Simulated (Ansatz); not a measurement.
Electronic density of states of amorphous Si$_{24}$O$_{48}$Cu, density 2.27 g/cm³, on a 2×2×2 Γ-centred mesh with a Gaussian width of 0.1 eV; energies count from the Fermi level, whose place inside the gap is arbitrary. Cell and mesh are small, so fine structure isn't converged. The numbers are results of PBE, scalar-relativistic without spin-orbit coupling (plane waves to 420 eV, PAW; Ansatz, a first-principles code), not measurements. Sampling: a 2×2×2 Γ-centred mesh; Fermi-Dirac width 0.02 eV; collinear spin, started from a total moment of 1 μB (at the end a net moment of 1.0 μB). In the spin-polarised cell the level spacing at the Fermi energy can part levels of unlike spin. At PBE the levels at the filled edge of the gap are localised (band-tail or defect states). So small a spacing is near the smearing width and the bands' dispersion over the mesh, so it is a value of this cell and mesh.

Preparation: random packing, a CHGNet melt and quench, and a DFT relaxation. O atoms were pushed apart under 1.9 Å during the dynamics, to hinder bonds among them. The hot cell started wider than the set density and was brought back towards it in steps. It is the lowest in DFT energy of 2 quenches. It is a model cell: composition and starting density were chosen by hand, and all elements were melted together. No dispersion term was used. Its density started from a set value of 2.27 and ended at 2.27 g/cm³. The quench (nominally 400 K/ps over its main leg) was far faster than any real one, so the model tends to hold more defects than a real film. A cell of this size samples the disorder only roughly. The volume was held where the preparation left it and the shape relaxed, at a PBE pressure of 0.9 GPa. Stress components on the final sampling reach 0.9 GPa. On a 2×2×2 Γ-centred mesh force components of up to 0.34 eV/Å stay, since the relaxation ran on the zone centre alone.

| E - EF (eV) | states/(eV atom) |
|---|---|
| -12.00 | 0.15 |
| -11.90 | 0.13 |
| -11.80 | 0.16 |
| -11.70 | 0.21 |
| -11.60 | 0.21 |
| -11.50 | 0.14 |
| -11.40 | 0.19 |
| -11.30 | 0.24 |
| -11.20 | 0.20 |
| -11.10 | 0.18 |
| -11.00 | 0.20 |
| -10.90 | 0.23 |
| -10.80 | 0.18 |
| -10.70 | 0.17 |
| -10.60 | 0.19 |
| -10.50 | 0.29 |
| -10.40 | 0.44 |
| -10.30 | 0.57 |
| -10.20 | 0.63 |
| -10.10 | 0.63 |
| -10.00 | 0.63 |
| -9.90 | 0.68 |
| -9.80 | 0.72 |
| -9.70 | 0.63 |
| -9.60 | 0.59 |
| -9.50 | 0.45 |
| -9.40 | 0.24 |
| -9.30 | 0.27 |
| -9.20 | 0.36 |
| -9.10 | 0.43 |
| -9.00 | 0.19 |
| -8.90 | 0.05 |
| -8.80 | 0.19 |
| -8.70 | 0.28 |
| -8.60 | 0.19 |
| -8.50 | 0.23 |
| -8.40 | 0.20 |
| -8.30 | 0.23 |
| -8.20 | 0.30 |
| -8.10 | 0.33 |
| -8.00 | 0.36 |
| -7.90 | 0.40 |
| -7.80 | 0.50 |
| -7.70 | 0.59 |
| -7.60 | 0.68 |
| -7.50 | 0.71 |
| -7.40 | 0.72 |
| -7.30 | 0.79 |
| -7.20 | 0.76 |
| -7.10 | 0.71 |
| -7.00 | 0.72 |
| -6.90 | 0.78 |
| -6.80 | 0.84 |
| -6.70 | 0.83 |
| -6.60 | 0.84 |
| -6.50 | 0.87 |
| -6.40 | 0.82 |
| -6.30 | 0.80 |
| -6.20 | 0.93 |
| -6.10 | 1.08 |
| -6.00 | 1.08 |
| -5.90 | 0.96 |
| -5.80 | 0.86 |
| -5.70 | 0.82 |
| -5.60 | 0.73 |
| -5.50 | 0.75 |
| -5.40 | 0.80 |
| -5.30 | 0.76 |
| -5.20 | 0.74 |
| -5.10 | 0.72 |
| -5.00 | 0.44 |
| -4.90 | 0.10 |
| -4.80 | 0.01 |
| -4.70 | 0.00 |
| -4.60 | 0.00 |
| -4.50 | 0.00 |
| -4.40 | 0.00 |
| -4.30 | 0.00 |
| -4.20 | 0.00 |
| -4.10 | 0.00 |
| -4.00 | 0.00 |
| -3.90 | 0.00 |
| -3.80 | 0.00 |
| -3.70 | 0.00 |
| -3.60 | 0.00 |
| -3.50 | 0.00 |
| -3.40 | 0.00 |
| -3.30 | 0.00 |
| -3.20 | 0.00 |
| -3.10 | 0.00 |
| -3.00 | 0.00 |
| -2.90 | 0.00 |
| -2.80 | 0.00 |
| -2.70 | 0.00 |
| -2.60 | 0.00 |
| -2.50 | 0.00 |
| -2.40 | 0.00 |
| -2.30 | 0.00 |
| -2.20 | 0.00 |
| -2.10 | 0.05 |
| -2.00 | 0.22 |
| -1.90 | 0.35 |
| -1.80 | 0.32 |
| -1.70 | 0.21 |
| -1.60 | 0.11 |
| -1.50 | 0.08 |
| -1.40 | 0.03 |
| -1.30 | 0.00 |
| -1.20 | 0.00 |
| -1.10 | 0.00 |
| -1.00 | 0.00 |
| -0.90 | 0.00 |
| -0.80 | 0.00 |
| -0.70 | 0.00 |
| -0.60 | 0.00 |
| -0.50 | 0.00 |
| -0.40 | 0.01 |
| -0.30 | 0.02 |
| -0.20 | 0.05 |
| -0.10 | 0.04 |
| 0.00 | 0.02 |
| 0.10 | 0.01 |
| 0.20 | 0.01 |
| 0.30 | 0.03 |
| 0.40 | 0.04 |
| 0.50 | 0.03 |
| 0.60 | 0.01 |
| 0.70 | 0.00 |
| 0.80 | 0.01 |
| 0.90 | 0.04 |
| 1.00 | 0.05 |
| 1.10 | 0.03 |
| 1.20 | 0.04 |
| 1.30 | 0.05 |
| 1.40 | 0.06 |
| 1.50 | 0.11 |
| 1.60 | 0.12 |
| 1.70 | 0.10 |
| 1.80 | 0.05 |
| 1.90 | 0.04 |
| 2.00 | 0.06 |
| 2.10 | 0.10 |
| 2.20 | 0.15 |
| 2.30 | 0.20 |
| 2.40 | 0.18 |
| 2.50 | 0.16 |
| 2.60 | 0.16 |
| 2.70 | 0.18 |
| 2.80 | 0.19 |
| 2.90 | 0.21 |
| 3.00 | 0.22 |
| 3.10 | 0.23 |
| 3.20 | 0.26 |
| 3.30 | 0.28 |
| 3.40 | 0.32 |
| 3.50 | 0.34 |
| 3.60 | 0.38 |
| 3.70 | 0.45 |
| 3.80 | 0.48 |
| 3.90 | 0.50 |
| 4.00 | 0.54 |
| 4.10 | 0.56 |
| 4.20 | 0.57 |
| 4.30 | 0.61 |

The level spacing at the Fermi energy on this mesh is 0.17 eV; the broadening fills part of it in the curve.
